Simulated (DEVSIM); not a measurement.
Device: illuminated GaAs p-on-n cell, one wavelength, at 300 K.

Layer 1 from the left is GaAs, thickness (μm) 0.0550, Na (cm⁻³) 1.4e18, τn (s) 1.5e-9, τp (s) 4.1e-10, absorption coefficient (cm⁻¹) 25000. Layer 2 from the left is GaAs, thickness (μm) 4.90, Nd (cm⁻³) 4.7e15, τn (s) 2.4e-9, τp (s) 2.4e-9, absorption coefficient (cm⁻¹) 25000.

Left contact: ohmic, minority electron recombination velocity 3e6 cm/s. Right contact: ohmic, minority hole recombination velocity 1e6 cm/s. Voltage is applied to the left contact. Recombination: SRH at mid-gap, radiative, Auger. Light enters at the left, 3e16 photons cm⁻² s⁻¹, one pass, no reflection. Mobility is constant in doping.

This is a model device: material constants are rounded textbook-type values typed into the input, and sizes, dopings and lifetimes were drawn at random. Values at 300 K.

GaAs: gap (eV) 1.424, affinity (eV) 4.07, permittivity 12.9, Nc (cm⁻³) 4.7e17, Nv (cm⁻³) 9e18, μn (cm²/Vs) 8500, μp (cm²/Vs) 400, B (cm³/s) 2e-10, Cn (cm⁶/s) 1e-30, Cp (cm⁶/s) 1e-30.

DEVSIM, 1D drift-diffusion, Boltzmann statistics, complete ionisation; no tunnelling, impact ionisation, image-force lowering or self-heating.

Dark forward current:

| |V| (V) | |J| (A/cm²) |
|---|---|
| 0.05 | 4.339e-10 |
| 0.10 | 1.512e-9 |
| 0.15 | 4.384e-9 |
| 0.20 | 1.215e-8 |
| 0.25 | 3.322e-8 |
| 0.30 | 9.055e-8 |
| 0.35 | 2.469e-7 |
| 0.40 | 6.746e-7 |
| 0.45 | 1.848e-6 |
| 0.50 | 5.085e-6 |
| 0.55 | 1.406e-5 |
| 0.60 | 3.915e-5 |
| 0.65 | 0.0001102 |
| 0.70 | 0.0003156 |
| 0.75 | 0.0009333 |
| 0.80 | 0.002923 |
| 0.85 | 0.01011 |
| 0.90 | 0.04041 |
| 0.95 | 0.1906 |
| 1.00 | 1.027 |
| 1.05 | 5.742 |
| 1.10 | 28.14 |
| 1.15 | 111.0 |
| 1.20 | 391.1 |
| 1.25 | 1266 |
| 1.30 | 3482 |

Question: Work out the local ideality factor n = ΔV / (kT/q · ln(J2/J1)) between the rows 0.15 and 0.20 V, 1.00 and 1.05 V, 1.25 and 1.30 V.

Answer: kT/q = 25.85 mV. From 0.15 to 0.20 V: ln(1.215e-8/4.384e-9) = 1.019, n = 1.90, near the 2 of recombination in the depletion region. From 1.00 to 1.05 V: ln(5.742/1.027) = 1.721, n = 1.12. From 1.25 to 1.30 V: ln(3482/1266) = 1.012, n = 1.91.

Question: What current could the absorbed light give at most, and what share is collected?

Answer: Σ αd = 12.4, so qΦ(1 − exp(−Σ αd)) = 4.81 mA/cm². The simulated short-circuit current is 4.579 mA/cm², a share of 0.95.

Question: Estimate the open-circuit voltage by superposition: the voltage at which the dark current equals that short-circuit current.

Answer: Interpolating ln J in the table gives 0.818 V. The simulation gives 0.817 V, the same within the digits that matter. Superposition holds where collection doesn't change with voltage.

Question: Estimate the fill factor from FF0 = (v − ln(v + 0.72))/(v + 1), v = qVoc/(nkT), with n from the dark curve.

Answer: The rows about Voc, 0.80 and 0.85 V, give n = 1.56, so v = 20.3 and FF0 = 0.810. The simulation gives 0.771; the estimate lies 5.0 % above.
